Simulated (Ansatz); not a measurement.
Cost and result by functional for the surface energy of the (10-12) surface of hcp Tl in its 1x1 cell, outermost plane spacing 0.70 Å in the ideal cut, in Ansatz (plane waves, PAW). Single points on the PBE structure, on one kind of machine; costs are rough ratios of the slab run's core time (references not counted) to the cheapest single point. r2SCAN's cost holds its higher cutoff (500 against 420 eV). Differences are taken against r2SCAN for comparison alone: no measured value is at hand, so the table doesn't rank accuracy.

Model: 12-atom slab, 11.2 Å thick at the start, 11x5x1 mesh, Fermi-Dirac 0.1 eV, dipole correction, all atoms relaxed; symmetry of the start imposed; no spin, no spin-orbit, no U. These notes are the PBE run's.

```csv
functional,relative cost,surface energy (J/m²),less r2SCAN (J/m²)
LDA,1,0.45,0.08
PBEsol,1,0.40,0.03
RPBE,1,0.20,-0.17
r2SCAN,2,0.37,0.00
PBE (the relaxed run's value),–,0.30,-0.07
```

The values span 0.25 J/m², while the single points' costs differ by a factor of roughly 2. Differences are of unrounded values.

Ansatz is an electronic-structure program.
